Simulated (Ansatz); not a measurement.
A computed series for SrTiO3: response to strain

The reference is SrTiO₃ in the cubic perovskite structure (space group Pm-3m, No. 221).

```
SrTiO3
1.0
    3.85418     0.00000     0.00000
    0.00000     3.85418     0.00000
    0.00000     0.00000     3.85418
Sr Ti O
1 1 3
Direct
  0.00000   0.00000   0.00000
  0.50000   0.50000   0.50000
  0.50000   0.00000   0.50000
  0.00000   0.50000   0.50000
  0.50000   0.50000   0.00000
```

Cartesian axes are those of the cell as printed.

Strains are applied to the cell and any free atomic positions relax; under biaxial strain the out-of-plane vector relaxes too.

The values are results of LDA (Ansatz, a first-principles code), without spin-orbit coupling, not measurements.

Notes on the quantities. in-plane stress: mean in-plane stress (compression positive).

```csv
variant,shortest interatomic distance,band gap,in-plane stress
base,1.927 Å,1.85 eV,–
"biaxial strain −2.50 %, plane normal [111], relaxed out of plane",1.907 Å,1.80 eV,+10.8 GPa
"biaxial strain −2.00 %, plane normal [111], relaxed out of plane",1.911 Å,1.82 eV,+8.5 GPa
"biaxial strain −1.50 %, plane normal [111], relaxed out of plane",1.915 Å,1.83 eV,+6.3 GPa
"biaxial strain −1.00 %, plane normal [111], relaxed out of plane",1.919 Å,1.84 eV,+4.1 GPa
"biaxial strain −0.50 %, plane normal [111], relaxed out of plane",1.923 Å,1.85 eV,+2.0 GPa
```

Whether these cells are dynamically stable was not tested. All final runs are without spin polarisation. Many cubic perovskites are stable only at high temperature; tilts and polar distortions were not tested.
